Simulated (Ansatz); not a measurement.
Cell and atoms of amorphous Si$_{24}$O$_{48}$Ag:

```xyz
73
Lattice="10.3256 0.0000 0.0000 0.0000 10.3256 0.0000 0.0000 0.0000 10.3256" Properties=species:S:1:pos:R:3 pbc="T T T"
Si     9.4960     5.5084     0.1354
Si     4.9646    10.2037     9.9359
Si     1.4244    10.1123     4.9292
Si     3.3094     6.7070     3.3159
Si     0.9500     2.7713     5.6283
Si     4.1134     6.2807     7.4437
Si     4.1390     2.6407     9.7858
Si     9.8176     4.5658     3.9119
Si     6.6071     2.7921     7.7540
Si     2.9411     8.0390     0.7383
Si     9.5736     8.0803     8.7940
Si     7.9958     9.9909     0.5724
Si     7.6950     8.3518     6.3513
Si     1.2971     2.8132     8.8134
Si     0.5978     7.4536     4.4626
Si     6.3042     5.7009     6.8586
Si     8.8688     2.4207     9.8825
Si     2.7284     5.1102     9.7080
Si     4.2459     9.2691     4.3839
Si     5.5813     0.1289     6.9723
Si     1.6961     8.1275     7.1239
Si     2.3633     3.7939     3.2970
Si     7.0664     8.8435     3.3704
Si     8.2481     6.1979     2.8588
O      0.0778     2.0087     9.5137
O      4.6095     1.3300     0.3430
O      6.9609     4.2201     7.0148
O      2.2379     3.4538     4.9309
O      3.1793     5.1649     8.1322
O      1.6911     8.9286     1.1156
O      5.6012     6.4049     8.2082
O      8.4070     1.2616     0.6253
O      9.2011     6.5104     9.1596
O      6.2642     1.5951     6.6805
O      3.2410     7.6476     7.3440
O      5.5490     9.4541     3.3785
O      2.6547     2.5882     2.3466
O      8.6964     6.3697     1.3409
O      0.7654     4.3789     2.9638
O      2.8030     9.9937     4.0252
O      5.3539     3.0232     8.7558
O      3.7735     4.0958     0.1568
O      7.9453     9.4652     2.1457
O      4.0671     8.9057    10.2281
O      0.3098     9.0463     4.3098
O      4.6260    10.0357     5.7504
O      1.6956     6.9581     3.4293
O      4.8302     5.6414     6.0812
O      7.3521     6.7494     6.1800
O      2.7583     2.1497     9.0307
O      3.9888     7.6452     4.5110
O      8.2933     4.6036     3.2838
O      6.6196     9.2238     7.1716
O      7.8067     9.0052     4.8385
O      4.7552     0.2082     8.3503
O      7.0331     7.1795     3.1974
O      9.6116     6.4099     4.0362
O      3.4220     5.0837     3.2882
O      3.8586     7.4049     1.9716
O      0.7555     1.2594     5.0220
O      9.9181     3.6776     5.2433
O      9.0158     9.1123     9.9433
O      2.5611     6.5981    10.2793
O      1.2843     4.3102     9.5248
O      6.5091     9.8347    10.2795
O      9.0221     8.4416     7.2804
O      1.0058     2.8232     7.2237
O      7.9335     2.2973     8.5551
O      8.7845     3.9965     0.0550
O      0.8697     8.1712     8.5244
O      0.9797     7.1050     6.0120
O      1.7442     9.6161     6.4566
Ag     2.0199     0.6639     1.6378
```

These are PBE, scalar-relativistic without spin-orbit coupling (plane waves to 420 eV, PAW; Ansatz, an electronic-structure program) values and carry that method's errors. In the spin-polarised cell the level spacing at the Fermi energy can part levels of unlike spin.

The cell was made by melting and quenching with the CHGNet potential and then relaxed with DFT. O atoms were pushed apart under 1.9 Å during the dynamics, to hinder bonds among them. The hot cell started wider than the set density and was brought back towards it in steps. It is the lowest in DFT energy of 2 quenches. It is a model cell: composition and starting density were chosen by hand, and all elements were melted together. No dispersion term was used. Its density started from a set value of 2.33 and ended at 2.34 g/cm³. Cooling (nominally 400 K/ps over its main leg) ran many orders faster than in experiment, which tends to leave more defects and strain. A cell of this size samples the disorder only roughly. The volume was free in the relaxation, at fixed shape. Stress components on the final sampling reach 2.7 GPa.

Neighbours within Si-Si 2.60 Å, Si-O 2.00 Å, Si-Ag 2.82 Å, O-O 1.58 Å, O-Ag 2.53 Å, Ag-Ag 3.19 Å count as bonded. Two cations that share two anions don't count as bonded, nor two that share one unless they lie closer than Si-Si 2.38 Å, Si-Ag 2.74 Å, Ag-Ag 3.10 Å.

Give the coordination numbers, mean bond lengths and angles.


| Property | Result |
|---|---|
| Mean coordination of Si by anions | 3.96 (1 with 3, 23 with 4) |
| Mean coordination of O | 2.02 (47 with 2, 1 with 3) |
| Mean coordination of Ag by anions | 2.00 (1 with 2) |
| Mean Si-O bond | 1.644 Å (spread 0.040 Å, 95 counted) |
| Mean O-Ag bond | 2.149 Å (spread 0.002 Å, 2 counted) |
| Bond angle at Si | mean 109.3°, spread 6.3° |
| Bond angle at O | mean 133.4°, spread 17.7° |

Which atoms depart from the most common coordination of their element?

Si1 has 3 (O33 1.67 Å, O69 1.67 Å, O38 1.68 Å); O57 has 3 (Si15 1.73 Å, Si24 1.81 Å, Si8 1.86 Å).

List the pairs of like atoms that count as bonded by the rules above.

There are none by these rules.
